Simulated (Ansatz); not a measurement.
CsCl-type ErAg was calculated with r²SCAN in Ansatz (plane waves, PAW).

Settings: plane-wave cutoff 500 eV, 16×16×16 k mesh, Fermi–Dirac smearing 0.1 eV, spin-polarised start, scalar-relativistic PAW data made under PBE.

Computed at the level's own relaxed cell.

### Question
Estimate the equilibrium volume per atom and equilibrium lattice constant a that the calculation returns.

### Answer

- equilibrium volume per atom: 23.35 Å³/atom
- equilibrium lattice constant a: 3.601 Å

Note: the magnetic order was assumed, not searched for or taken from measurement; the 4f shell is treated without U or exact exchange, so its levels and filling can be wrong.

Spin–orbit coupling is not included.

Ansatz is a first-principles code.
